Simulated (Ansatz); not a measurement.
For SiNi₂ (P6₃/mmc, No. 194, 6 atoms in the cell; start mp-507; a measured phase of this formula has another space group), PBEsol in Ansatz (plane waves, PAW) gives:

| Property | Value |
|---|---|
| equilibrium lattice constant a | 3.869 Å |
| c axis length | 4.917 Å |

Q: What does r²SCAN-D4 in Ansatz (plane waves, PAW) give for the same quantities?

A: 
- lattice constant a: 3.859 Å (falls by 0.3 %)
- lattice parameter c: 4.907 Å (drops by 0.2 %)

Changes are worked out from the printed values.

Unless a cell is named, each level is at its own relaxed cell (PBEsol 10.62, r²SCAN-D4 10.54 Å³/atom).

The crystal itself was run without spin with PBEsol, r²SCAN-D4; a magnetic state was not tried in these runs.

Caveats: the relaxation could not lower the start's symmetry, so the cell can be a saddle point above a distorted one (PBEsol, r²SCAN-D4). Ansatz's density-functional and Hartree–Fock values are scalar-relativistic unless marked +SOC, with PAW data made under PBE.

A start named mp-… is a Materials Project structure, which need not be a measured phase.

Ansatz is a quantum-chemistry and plane-wave program.
